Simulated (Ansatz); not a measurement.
**A computed series for TiAl: response to strain**

Take TiAl (space group P4/mmm, No. 123; a = 2.766 Å, c = 4.002 Å; relaxed with 0.1 eV smearing) as the base. Axes: x, y, z lie along a, b, c of the conventional cell.

Strains are applied to the cell and any free atomic positions relax.

The values are results of LDA in Ansatz (plane waves to 420 eV, PAW, no spin-orbit coupling), not measurements.

Notes on the quantities. pressure: mean of the normal stresses, compression positive; energy relative to the base: free energy F.

| variant | volume per atom | pressure | energy relative to the base |
|---|---|---|---|
| base | 15.31 Å³ | 0.0 GPa | 0 meV/atom |
| uniaxial strain ε_zz = −3.00 % | 14.85 Å³ | 4.0 GPa | +7.8 meV/atom |
| uniaxial strain ε_zz = −2.00 % | 15.01 Å³ | 2.6 GPa | +3.5 meV/atom |
| uniaxial strain ε_zz = −1.00 % | 15.16 Å³ | 1.3 GPa | +0.9 meV/atom |
| uniaxial strain ε_zz = −0.50 % | 15.23 Å³ | 0.6 GPa | +0.2 meV/atom |
| uniaxial strain ε_zz = +0.50 % | 15.39 Å³ | -0.6 GPa | +0.2 meV/atom |
| uniaxial strain ε_zz = +1.00 % | 15.46 Å³ | -1.2 GPa | +0.9 meV/atom |
| uniaxial strain ε_zz = +1.50 % | 15.54 Å³ | -1.8 GPa | +1.9 meV/atom |
| uniaxial strain ε_zz = +2.50 % | 15.69 Å³ | (withheld) | (withheld) |
| uniaxial strain ε_zz = +3.00 % | 15.77 Å³ | -3.5 GPa | +7.6 meV/atom |

Some entries are withheld; estimate them.


- uniaxial strain ε_zz = +2.50 %, pressure: -3.0 GPa
- uniaxial strain ε_zz = +2.50 %, energy relative to the base: +5.3 meV/atom

Whether these cells are dynamically stable was not tested. All final runs are without spin polarisation.

Ansatz is a program for electronic structure.
